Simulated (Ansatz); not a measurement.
## ZrAl₃ (I4/mmm, No. 139)

The numbers are results of rVV10 (PAW; Ansatz, a program for electronic structure), not measurements.

Settings: plane-wave cutoff 520 eV, 20×20×20 k mesh, Fermi–Dirac smearing 0.05 eV, scalar-relativistic PAW data made under PBE.

Cell: relaxed at this level.

For ZrAl₃ (I4/mmm, No. 139), the volume per atom is 17.46 Å³/atom and the bulk modulus is 104 GPa. The band gap is none and the lattice constant a is 4.016 Å. The c axis length is 17.324 Å and the pressure derivative B′ of the bulk modulus is 4.2.

Note: the bulk modulus comes from volumes at which shape and atoms were relaxed.

Spin–orbit coupling is not included.

Computed values are for the static lattice.

Cost on a shared machine: around 2.8 core-hours (rough).
